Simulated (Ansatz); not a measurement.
# WS2: pressure 45 GPa

The parent structure is WS$_{2}$ in the 2H-MoS2 type structure (space group P6_3/mmc, No. 194; a = 3.1148 Å, c = 11.7731 Å; layered, stacked along the Cartesian z axis).

One thing is altered: a hydrostatic pressure of 45 GPa.

The values are results of plane-wave PAW DFT at the PBEsol-D3(BJ) level (Ansatz, an electronic-structure program, 420 eV), no spin-orbit coupling, not measurements. k-mesh 12×12×3 (Γ-centred); smearing 0.05 eV (Fermi–Dirac).

| quantity | base | changed | shift |
|---|---|---|---|
| volume per atom | 16.49 Å³ | 12.67 Å³ | -3.82 Å³ |
| density | 8.33 g/cm³ | 10.83 g/cm³ | +2.508 g/cm³ |
| lattice parameter a | 3.115 Å | 2.891 Å | -0.224 Å |
| c/a ratio | 3.780 | 3.633 | -0.147 |
| shortest interatomic distance | 2.389 Å | 2.311 Å | -0.078 Å |
| enthalpy H = E + PV relative to the base's energy | – | +3.96 eV/atom | – |
| band gap | 0.65 eV | zero | – |

Cost of the whole job for the changed cell (relaxation, final SCF and bands): very roughly 50 core-seconds.

The mesh was chosen for an insulator and is coarse for the gapless case. Spin-orbit coupling, missing from the scalar runs, can matter with W. Load acts through the strain it causes; cell and atoms are relaxed under it. Stability against distortions was not tested. Competing high-pressure phases were not computed. All final runs are without spin polarisation. A zero or small gap of WS2 under pressure 45 GPa can be the functional's error rather than a property of the material.
